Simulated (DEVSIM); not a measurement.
Structure: abrupt Si p-n junction, at 300 K.

```tsv
layer (left to right)	material	thickness (μm)	Nd (cm⁻³)	Na (cm⁻³)	τn (s)	τp (s)
1	Si	0.490	-	1.5e18	7.2e-5	7.2e-5
2	Si	3.00	4.4e14	-	7.2e-5	7.2e-5
```

Left contact: ohmic. Right contact: ohmic. Voltage is applied to the left contact. Recombination: SRH at mid-gap, radiative, Auger. Mobility is constant in doping.

This is a model device: material constants are rounded textbook-type values typed into the input, and sizes, dopings and lifetimes were drawn at random. Values at 300 K; Nc and Nv go as T^1.5, mobilities as T to minus their exponent, the gap by Varshni's rule with the affinity fixed.

| parameter | Si |
|---|---|
| gap (eV) | 1.124 |
| affinity (eV) | 4.05 |
| permittivity | 11.7 |
| Nc (cm⁻³) | 2.86e19 |
| Nv (cm⁻³) | 3.1e19 |
| μn (cm²/Vs) | 1417 |
| μp (cm²/Vs) | 470 |
| T exponent of μn | 2.3 |
| T exponent of μp | 2.2 |
| B (cm³/s) | 4.7e-15 |
| Cn (cm⁶/s) | 2.8e-31 |
| Cp (cm⁶/s) | 9.9e-32 |
| Varshni α (eV/K) | 0.000473 |
| Varshni β (K) | 636 |

Model (solved in DEVSIM): 1D drift-diffusion, Boltzmann statistics, complete ionisation; no tunnelling, impact ionisation, image-force lowering or self-heating.

The temperature was swept, all else fixed.

```tsv
temperature (K)	dark forward voltage at 100 A/cm² (V)	potential step across the device at zero bias (V)	dark forward voltage at 1 A/cm² (V)	largest field in the device at zero bias (V/cm)
250	0.787	0.844	0.641	62000
300	0.700	0.759	0.522	67000
350	0.613	0.671	0.400	72000
400	0.524	0.580	0.277	77000
450	(withheld)	0.487	(withheld)	82000
500	0.344	0.403	0.050	86000
```

### Question
What belongs in the gaps?

### Answer

- 450, dark forward voltage at 100 A/cm² (V): 0.434
- 450, dark forward voltage at 1 A/cm² (V): 0.153
